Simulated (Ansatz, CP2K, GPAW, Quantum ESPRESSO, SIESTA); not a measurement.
SnO (P1, 8 atoms in the cell) computed with different codes at matched settings

Self-consistent single point, at a second geometry (atoms moved at random). First geometry:

```xyz
8
Lattice="2.2509 -2.7784 0.0000 2.2509 2.7784 0.0000 0.0000 0.0000 12.1541" Properties=species:S:1:pos:R:3 pbc="T T T"
Sn     2.2509    -2.6240    12.1521
Sn     2.2509     2.6240     6.0750
Sn     2.2509    -0.6866     9.3674
Sn     2.2509     0.6866     3.2904
O      2.2509    -0.5152    11.5398
O      2.2509     0.5152     5.4627
O      2.2509     2.7520     9.9851
O      2.2509    -2.7520     3.9080
```

Second geometry:
```
CELL_PARAMETERS angstrom
      2.25090    -2.77840     0.00000
      2.25090     2.77840     0.00000
      0.00000     0.00000    12.15414
ATOMIC_POSITIONS crystal
  Sn 0.97758 0.03013 0.99880
  Sn 0.02460 0.97605 0.49899
  Sn 0.60561 0.36208 0.77433
  Sn 0.38272 0.61249 0.26861
  O  0.58849 0.40398 0.94839
  O  0.41313 0.59277 0.44859
  O  0.99491 0.00828 0.82004
  O  0.01297 0.01422 0.32533
```

Shared settings, as Ansatz (a program for electronic structure) writes them: kpoints.mp_grid.grid = 4 4 2; scf.occupations.method = fixed. Potentials and cutoffs stand in the table.

```json
[
 {"code": "CP2K", "model": "PBEsol, GPW, DZVP-MOLOPT-SR-GTH basis, GTH-PBE potentials (GTH_POTENTIALS)", "ΔF from the first geometry (meV/atom)": "12.6", "pressure (GPa)": "1.87", "largest force (eV/Å)": "–", "gap on the mesh (eV)": "1.488", "cutoff": "grid 450 Ry"},
 {"code": "Quantum ESPRESSO", "model": "PBEsol, GBRV 1.5 ultrasoft (PBESOL) pseudopotentials", "ΔF from the first geometry (meV/atom)": "7.4", "pressure (GPa)": "-2.65", "largest force (eV/Å)": "1.013", "gap on the mesh (eV)": "1.573", "cutoff": "40 Ry"},
 {"code": "Ansatz", "model": "PBEsol, PAW files made with PBE", "ΔF from the first geometry (meV/atom)": "7.1", "pressure (GPa)": "-2.98", "largest force (eV/Å)": "1.047", "gap on the mesh (eV)": "1.574", "cutoff": "default"},
 {"code": "SIESTA", "model": "GGA PBEsol, numerical atomic orbitals DZP, PseudoDojo PBEsol standard norm-conserving potentials (rewritten from UPF to PSML)", "ΔF from the first geometry (meV/atom)": "11.6", "pressure (GPa)": "-1.46", "largest force (eV/Å)": "1.250", "gap on the mesh (eV)": "1.530", "cutoff": "grid 400 Ry"},
 {"code": "GPAW", "model": "PBEsol, GPAW PAW datasets PBEsol (made by gpaw-setup)", "ΔF from the first geometry (meV/atom)": "6.4", "pressure (GPa)": "–", "largest force (eV/Å)": "1.096", "gap on the mesh (eV)": "1.567", "cutoff": "900 eV"}
]
```

Size of the force on each atom (eV/Å): Sizes of forces hide their directions.

| code | Sn1 | Sn2 | Sn3 | Sn4 | O5 | O6 | O7 | O8 |
|---|---|---|---|---|---|---|---|---|
| Quantum ESPRESSO | 0.356 | 0.243 | 0.688 | 1.013 | 0.398 | 0.301 | 0.678 | 0.754 |
| Ansatz | 0.395 | 0.253 | 0.640 | 1.047 | 0.390 | 0.305 | 0.669 | 0.746 |
| SIESTA | 0.142 | 0.492 | 1.250 | 0.638 | 0.661 | 0.189 | 0.795 | 1.003 |
| GPAW | 0.448 | 0.283 | 0.580 | 1.096 | 0.348 | 0.350 | 0.681 | 0.705 |

A dash marks a value that a program does not give, or that is left out as unsure.

Gaps are read on the mesh.

The spread over the programs that give each value: ΔF from the first geometry within 6.2 meV/atom; pressure within 4.85 GPa; largest force within 0.237 eV/Å; gap on the mesh within 0.086 eV.

CP2K and SIESTA use small atom-centred bases, whose incompleteness enters pressures, forces and empty levels differently from a plane-wave cutoff. Ansatz's pressure is given at a fixed set of plane waves, as the other plane-wave codes print theirs; with its correction for the finite basis it is -2.78 GPa (the shift of 0.20 GPa shows how far the cutoff is from converged). The pressure of GPAW is left out: its cutoff lies under the one at which its stress was checked. In the pressure, CP2K (by 4.68) and SIESTA (by 1.36) lie more than 1 GPa from the median of the plane-wave programs. In the force vectors, SIESTA (by 0.611) lies more than 0.08 eV/Å from the median of the plane-wave programs.

The starting cell comes from a database of computed structures (which also holds hypothetical and non-ambient phases and stackings), without a prior relaxation at this level. Its lattice was rescaled by a random factor within 2.5 % of one. For this run, on top of that: atoms moved at random.

Keys are those of Ansatz 0.2.
